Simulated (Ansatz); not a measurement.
Take ZnS in the zinc blende structure (space group F-43m, No. 216) as the base.

```cif
data_SZn
_chemical_formula_sum 'S1 Zn1'
_space_group_name_H-M_alt 'P 1'
_space_group_IT_number 1
_cell_length_a 3.78763
_cell_length_b 3.78763
_cell_length_c 3.78763
_cell_angle_alpha 60.000
_cell_angle_beta 60.000
_cell_angle_gamma 60.000
loop_
_space_group_symop_operation_xyz
  'x, y, z'
loop_
_atom_site_label
_atom_site_type_symbol
_atom_site_fract_x
_atom_site_fract_y
_atom_site_fract_z
_atom_site_occupancy
S1 S 0.25000 0.25000 0.25000 1
Zn1 Zn 0.00000 0.00000 0.00000 1
```

Computed with Ansatz (an electronic-structure program) PBEsol, no spin-orbit coupling.

Now apply this change: every Zn is replaced by Hg, then cell and atoms are relaxed.

Measured lattice parameter a: ZnS 5.41 Å (room temperature; as listed in Martin Albrecht, Beate Paulus, Hermann Stoll, Phys. Rev. B (1997)); HgS 5.841 Å (room temperature; as listed in Cardona et al., arXiv (2009)).

Question: How well does PBEsol reproduce the measured shift?

Answer: With PBEsol the lattice parameter a moves by +0.519 Å (5.357 → 5.876) against +0.431 Å measured.

Whether these cells are dynamically stable was not tested. The final runs are not spin-polarised.
